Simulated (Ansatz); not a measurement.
The parent structure is Pb in the fcc (Cu type) structure (space group Fm-3m, No. 225; a = 4.9341 Å; relaxed with 0.1 eV smearing). Axes: x, y, z lie along the cube axes.

The values are results of DFT with PBEsol, PAW potentials and a 420 eV plane-wave cutoff in Ansatz (an electronic-structure program), no spin-orbit coupling, not measurements.

For the base:

```
Quantity  Value
--------  -----
Band gap   zero
```

The change: tensor shear ε_xy = +1.14 % (engineering shear γ = 0.0228); the atoms relax in the strained cell.

### Question
Estimate the effect on the energy relative to the base and band gap.

### Answer
The energy goes up by 1.0 meV/atom; the band gap is still zero.

Whether these cells are dynamically stable was not tested.
